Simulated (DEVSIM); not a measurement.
System: Ru/SiO2/n-Si capacitor, at 300 K.

Layer 1 from the left is SiO2, thickness (nm) 5.90. Layer 2 from the left is Si, thickness (nm) 16000, Nd (cm⁻³) 6.5e14.

Metal gate on the left, work function 4.7 eV. Fixed charge at the semiconductor interface -5.1e10 cm⁻² (in units of +e); no interface traps.

Constants are typed, rounded textbook-type inputs, not results; the design itself was drawn at random and stands for no fabricated device. Values at 300 K.

SiO2: gap (eV) 9, affinity (eV) 0.9, permittivity 3.9. Si: gap (eV) 1.124, affinity (eV) 4.05, permittivity 11.7, Nc (cm⁻³) 2.86e19, Nv (cm⁻³) 3.1e19.

Model (solved in DEVSIM): 1D Poisson equation in equilibrium, Boltzmann statistics, complete ionisation; no quantum confinement or tunnelling. Metal contacts follow the ideal Schottky-Mott rule: no Fermi-level pinning, no interface dipoles.

Task: What does the simulation give for the flat-band voltage, the minimum of the low-frequency capacitance, the threshold voltage (band bending 2φF)?

Result: flat-band voltage 0.39 V; minimum of the low-frequency capacitance 0.0110 μF/cm²; threshold voltage (band bending 2φF) -0.20 V.
